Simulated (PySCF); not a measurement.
PySCF 2.14.0, WB97X/def2-svpd, df: Sc(Cl)2(Br) ([Cl][Sc]([Cl])[Br]), 4 atoms. The geometry is a generated start, not checked to be a minimum at this level.

```yaml
task: energy
method: wb97x
basis: def2-svpd
two_electron_scheme: density fitting
mol.max_memory: 3000 MB
mf.max_cycle: 100
mf.init_guess: minao (default)
mf.DIIS: CDIIS (default)
mf.diis_space: 8 (default)
mf.conv_tol: 1e-09 (default)
mf.grids.level: 3 (default)
basis_functions: 129
grid_points: 78824
```

```xyz
4

Sc    -0.0264     0.0113    -0.0238
Cl    -1.8976    -1.1980    -0.2672
Cl    -0.0017     2.0654    -0.9206
Br     1.9257    -0.8788     1.2116
```

Charge 0 and multiplicity 1 are set for this test and not shown to be the ground state.

One run each on 2 threads, 1 BLAS thread. Values of level_shift (Hartree) tried: 0 (default), 0.1, 0.3, 1.

Question: Predict the course of the Fock builds along this series.

Answer: Fewest Fock builds, within one of each other: 0 (default) with 13, 0.1 with 14. The count rises to 32 at 1. All converge to one solution.

```csv
level_shift (Hartree),Fock builds,end
0 (default),13,same solution
0.1,14,same solution
0.3,18,same solution
1,32,same solution
```
